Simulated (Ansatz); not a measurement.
For WO₃ (P2₁/c, No. 14), LDA in Ansatz (PAW) gives:

```
Quantity                Value
---------------  ------------
cohesive energy  7.87 eV/atom
band gap              1.47 eV
```

Task: What does PBEsol (PAW; Ansatz, a quantum-chemistry and plane-wave program) give for the same quantities?

Result: 
- cohesive energy: 7.04 eV/atom (drops by 0.83 eV/atom)
- band gap: 1.46 eV (hardly moves)

Changes are worked out from the printed values.

Unless a cell is named, each level is at its own relaxed cell.

Levels without +SOC leave out spin–orbit coupling, which shifts energies and cells of such heavy elements.

Levels without +SOC have no spin–orbit coupling; where heavier elements are present it shifts gaps, mostly down, and can invert bands. Density-functional gaps are differences of (generalised) Kohn–Sham levels.

Caveats: the relaxation could not lower the start's symmetry, so the cell can be a saddle point above a distorted one (LDA, PBEsol). Ansatz's density-functional and Hartree–Fock values are scalar-relativistic unless marked +SOC, with PAW data made under PBE.
